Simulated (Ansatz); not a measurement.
## How the volume per atom of Mo₂Si (model structure, started from the Fe2P type, P-62m, No. 189, 9 atoms in the cell) moves with the method

No measured value is used here.

```
level (code)         value (Å³/atom)
-------------------  ---------------
PBE (Ansatz)                   14.73
PBEsol (Ansatz)                  [?]
PBE-D3(BJ) (Ansatz)            14.29
```

Complete the blanks.


- PBEsol (Ansatz, a program for electronic structure), value (Å³/atom): 14.34

Ansatz's density-functional and Hartree–Fock values are scalar-relativistic unless marked +SOC, with PAW data made under PBE.

A model structure was made by putting elements into a prototype or built by hand; it is no filed structure, need not be a known phase, and can be a saddle point held by its symmetry.
